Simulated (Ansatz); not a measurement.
Band structure of ZrO2 (Fm-3m, 3 atoms in the cell).

```
ZrO2
1.0
    0.00000     2.57478     2.57478
    2.57478     0.00000     2.57478
    2.57478     2.57478     0.00000
Zr O
1 2
Direct
  0.00000   0.00000   0.00000
  0.25000   0.25000   0.25000
  0.75000   0.75000   0.75000
```

Method: PBE, PAW files (plane waves; Ansatz, a program for electronic structure).

Settings: basis.ecutwfc = 420 eV; kpoints.mp_grid.grid = 6 6 6; hamiltonian.xc = pbe; hamiltonian.pseudopotentials = {kind: paw} (an earlier, softer set of the program's PAW files); scf.occupations.method = fermi_dirac; scf.occupations.width = 0.05 eV; kpoints.band_path.npoints = 8.

The starting cell has typed, rounded lattice constants, without a prior relaxation at this level. Its lattice was rescaled by a random factor within 2.5 % of one.

Question: Predict the gap along the standard path and the places of the band edges.

Answer: The gap along the path is 3.27 eV, from X to Γ; the smallest direct gap on it is 3.68 eV.

Levels in eV from the top of the valence band on the path, bands 9 to 15:
| point | 9 | 10 | 11 | 12 | 13 | 14 | 15 |
|---|---|---|---|---|---|---|---|
| Γ | -5.03 | -0.52 | -0.52 | -0.52 | 3.27 | 3.27 | 6.32 |
| X | -3.08 | -1.46 | -1.46 | 0.00 | 3.68 | 4.55 | 5.52 |
| W | -2.32 | -2.32 | -1.34 | -0.19 | 4.29 | 4.41 | 5.99 |
| K | -3.00 | -2.13 | -1.19 | -0.32 | 3.89 | 4.56 | 5.86 |
| L | -2.46 | -2.44 | -1.61 | -1.61 | 3.86 | 3.86 | 5.77 |
| U | -3.00 | -2.13 | -1.19 | -0.32 | 3.89 | 4.56 | 5.86 |

Keys are those of Ansatz 0.2.
